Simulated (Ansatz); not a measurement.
The starting structures come from a database of crystals and need not be the phases stable at ambient conditions.

**Evanescent states of K3B6BrO10 (R3m, not sure to be the ambient phase, 20 atoms a cell, 13.6 Å³ an atom, -3 GPa at this level) along the normal of (110)**

All values below come from r2SCAN (plane waves, PAW; Ansatz, an electronic-structure program).

No gap correction and no spin-orbit coupling; mid-gap values are interpolated between computed energies.

Energies count from the valence-band top; κ is the least over a 6×4 mesh across the current.

| E (eV) | κ (1/Å) | where |
|---|---|---|
| 0.14 | 0.270 | Γ |
| 0.41 | 0.342 | Γ |
| 0.68 | 0.386 | Γ |
| 0.94 | 0.414 | Γ |
| 1.22 | 0.434 | Γ |
| 1.49 | 0.447 | Γ |
| 1.75 | 0.456 | Γ |
| 2.02 | 0.461 | Γ |
| 2.29 | 0.463 | Γ |
| 2.56 | 0.462 | Γ |
| 2.83 | 0.458 | Γ |
| 3.10 | 0.451 | Γ |
| 3.38 | 0.441 | Γ |
| 3.65 | 0.429 | Γ |
| 3.92 | 0.412 | Γ |
| 4.18 | 0.392 | Γ |
| 4.46 | 0.367 | Γ |
| 4.72 | 0.337 | Γ |
| 5.00 | 0.299 | Γ |
| 5.26 | 0.248 | Γ |
| 5.54 | 0.175 | Γ |

Problem. How thick must the barrier be to attenuate the transmission by 10^8 when the electrodes' Fermi level lies at 1.75 eV, and what attenuation does that film give at 0.14 eV?

Solution. d = 8 ln 10 / (2 × 0.456) = 20.2 Å. At 0.14 eV it gives 8 × 0.270/0.456 = 4.7 decades.
